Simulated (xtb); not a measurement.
xtb 6.7.1, GFN1-xTB: c1ccc(-c2cccc(-c3ccc[se]3)c2)cc1, 29 atoms. The geometry is a generated start, not checked to be a minimum at this level.

```
Property                                                                                                       Result
------------------------  -------------------------------------------------------------------------------------------
method                                                                                                       GFN1-xTB
--acc                                                                                                     1 (default)
--etemp (K)                                                                                             300 (default)
detailed input (--input)  none: ANC optimiser, Lindh (1995) Hessian, microcycle=20, maxdispl=1.0, hlow=0.01 (default)
basis functions                                                                                                    98
valence electrons                                                                                                  82
```

```xyz
29

C     -4.6086    -0.9734     0.1967
C     -4.3801     0.0653    -0.6897
C     -3.0922     0.5693    -0.7359
C     -2.0703     0.0645     0.0645
C     -0.7495     0.6763    -0.0639
C     -0.7082     2.0295    -0.3792
C      0.5077     2.6796    -0.5139
C      1.6618     1.9464    -0.3267
C      1.6333     0.5918    -0.0109
C      2.9259    -0.0746     0.1691
C      3.3168    -1.2602    -0.3201
C      4.5356    -1.7567    -0.0739
C      5.4233    -1.0649     0.6887
Se     4.3868     0.4935     1.1081
C      0.4261    -0.0599     0.1243
C     -2.3320    -0.9740     0.9398
C     -3.6103    -1.4783     0.9893
H     -5.6114    -1.3646     0.2326
H     -5.1729     0.4703    -1.3228
H     -2.9217     1.3778    -1.4296
H     -1.5892     2.6275    -0.5306
H      0.5886     3.7311    -0.7584
H      2.6210     2.4400    -0.4280
H      2.5867    -1.8525    -0.9608
H      4.8504    -2.7566    -0.4929
H      6.4482    -1.3904     0.9474
H      0.3682    -1.0971     0.3660
H     -1.5660    -1.3715     1.5571
H     -3.8682    -2.2880     1.6541
```

The structure is relaxed from this start with --opt LEVEL for the levels crude, sloppy, loose, lax, normal, tight, vtight, extreme, once each. Up to the end of the extreme run atoms move by at most 0.87 Å along an axis.

Task: Choose the cheapest level whose final energy lies within 20 meV of that of extreme.

Result: sloppy: 11 cycles against 51, ending 12 meV above.

```
level    cycles  energy above the extreme run (meV)  gradient norm (eV/Å)
-------  ------  ----------------------------------  --------------------
crude         6                                  40                  0.31
sloppy       11                                  12                  0.18
loose        13                                 9.9                  0.12
lax          22                                 2.2                 0.040
normal       28                                0.85                 0.021
tight        42                               0.049                 0.011
vtight       50                          under 0.01                0.0024
extreme      51                                   —                0.0012
```
